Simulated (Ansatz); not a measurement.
The parent structure is W in the bcc (W type) structure (space group Im-3m, No. 229; relaxed with 0.1 eV smearing).

```
W
1.0
   -1.57711     1.57711     1.57711
    1.57711    -1.57711     1.57711
    1.57711     1.57711    -1.57711
W
1
Direct
  0.00000   0.00000   0.00000
```

Cartesian axes are those of the cell as printed.

Calculations: PBEsol (Ansatz, a program for electronic structure), no spin-orbit coupling.

For the base:

Shortest interatomic distance: 2.732 Å
Pressure: 0.0 GPa
Band gap: zero

One thing is altered: uniaxial strain ε_zz = +0.50 %, all other strain components held at zero, atoms relaxed at fixed cell.

Task: What happens to the shortest interatomic distance?

Result: The shortest interatomic distance grows by 0.0046 Å (2.732 Å → 2.736 Å).

Task: How does this affect the energy relative to the base?

Result: The energy grows by 0.7 meV/atom.

Task: Estimate the effect on the pressure.

Result: The pressure (mean of the normal stresses, compression positive) goes from zero to -1.6 GPa.

Task: Predict the new band gap.

Result: The band gap stays zero.

Stability against distortions was not tested. The final runs are not spin-polarised.
